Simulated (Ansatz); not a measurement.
The starting structures come from a database of crystals and need not be the phases stable at ambient conditions.

The decay constant κ of evanescent states in the gap governs leakage through a thin film.

Here is the system:

```
WZnO4
1.0
    4.67672     0.00000     0.00000
    0.00000     5.72971     0.00000
    0.05050     0.00000     4.93619
Zn W O
2 2 8
Direct
  0.50000   0.32364   0.75000
  0.50000   0.67636   0.25000
  0.00000   0.81887   0.75000
  0.00000   0.18113   0.25000
  0.21731   0.89357   0.06492
  0.78269   0.10643   0.93508
  0.78269   0.89357   0.43508
  0.21731   0.10643   0.56492
  0.25693   0.62389   0.59734
  0.74307   0.37611   0.40266
  0.74307   0.62389   0.90266
  0.25693   0.37611   0.09734
```

Space group of this cell: P2/c. The cell is taken as given; by r2SCAN its mean pressure is -2.5 GPa.

Transport runs along the normal of the first two printed cell vectors.

The gap is the functional's own, uncorrected, and κ follows it; spin-orbit coupling is left out. Mid-gap values are interpolated between the computed energies.

Problem. Give the band gap and the smallest decay constant κ at mid-gap that r2SCAN (Ansatz, a program for electronic structure) yields.

Solution. Gap 3.25 eV on a 6×6×6 mesh; κ = 0.431 1/Å, at (0.000, 0.500) of the in-plane reciprocal vectors. At the zone centre, at the nearest computed energy, the slowest state has κ = 0.52 1/Å.
